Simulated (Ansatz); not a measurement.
Cost and result by functional for the surface energy of the (21-30) surface of hcp Lu in its 1x1 cell, outermost plane spacing 0.38 Å in the ideal cut, in Ansatz (plane waves, PAW). Single points on the PBE structure, on one kind of machine; costs are rough ratios of the slab run's core time (references not counted) to the cheapest single point. r2SCAN's cost holds its higher cutoff (500 against 420 eV). Differences are taken against r2SCAN for comparison alone: no measured value is at hand, so the table doesn't rank accuracy.

Model: 20-atom slab, 10.7 Å thick at the start, 7x4x1 mesh, Fermi-Dirac 0.1 eV, dipole correction, all atoms relaxed; held to the start's symmetry, so lower structures may exist; no spin, no spin-orbit, no U. These notes are the PBE run's.

```
functional                     relative cost  surface energy (J/m²)  less r2SCAN (J/m²)
-----------------------------  -------------  ---------------------  ------------------
PBEsol                                     1                   1.26                0.02
RPBE                                       1                   1.03               -0.21
LDA                                        1                   1.32                0.08
r2SCAN                                     2                   1.24                0.00
PBE (the relaxed run's value)              –                   1.13               -0.11
```

The values span 0.30 J/m², while the single points' costs differ by a factor of roughly 2. Differences are of unrounded values.

Ansatz is a quantum-chemistry and plane-wave program.
